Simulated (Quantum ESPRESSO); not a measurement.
Troubleshooting Quantum ESPRESSO: a failed run on Ce (Fm-3m, 1 atom in the cell). The aim is a zone-centre phonon calculation with DFT, PBE, plane waves, SSSP 1.1.2 efficiency (PBE) pseudopotentials.

The self-consistent step had converged with these keywords: prefix = (default); ecutwfc = 50 Ry; ecutrho = 400 Ry; occupations = smearing; smearing = mp; degauss = 0.0073499 Ry; potentials = {Ce: Ce.GGA-PBE-paw-v1.0.UPF}; K_POINTS = automatic 12 12 12 0 0 0; conv_thr = 1e-10 Ry. The next shown step is ph.x.

The input file:

```fortran
phonons at the zone centre
&inputph
  outdir = './tmp'
  tr2_ph = 1.0d-14
  fildyn = 'dyn.G'
  epsil = .true.
/
0.0 0.0 0.0
```

The program printed (abridged):

```
     Reading xml data from directory:

     ./tmp/pwscf.save/

     G-vector sticks info
     --------------------
     sticks:   dense  smooth     PW     G-vecs:    dense   smooth      PW
     Sum        1069     547    163                23289     8291    1459

     Reading collected, re-writing distributed wavefunctions in ./tmp/

 %%%%%%%%%%%%%%%%%%%%%%%%%%%%%%%%%%%%%%%%%%%%%%%%%%%%%%%%%%%%%%%%%%%%%%%%%%%%%%
     Error in routine phq_readin (1):
     no elec. field with metals
 %%%%%%%%%%%%%%%%%%%%%%%%%%%%%%%%%%%%%%%%%%%%%%%%%%%%%%%%%%%%%%%%%%%%%%%%%%%%%%

     stopping ...
```

Read the log: what does the program object to, and what is the fix?

The fault is the dielectric response asked with smeared occupations. The response to a homogeneous field is defined for insulators with fixed occupations. To fix it, drop the request, or use fixed occupations in an insulator. The program stopped in the step ph.x before computing anything there.

On the sound input: the starting cell comes from a database of computed structures (which also holds hypothetical and non-ambient phases and stackings), without a prior relaxation at this level. Its lattice was rescaled by a random factor within 2.5 % of one. Spin polarisation is off. The f electrons are in the valence without U or exact exchange, which can misplace them near the Fermi level. Spin-orbit terms, which matter for f shells, are left out.
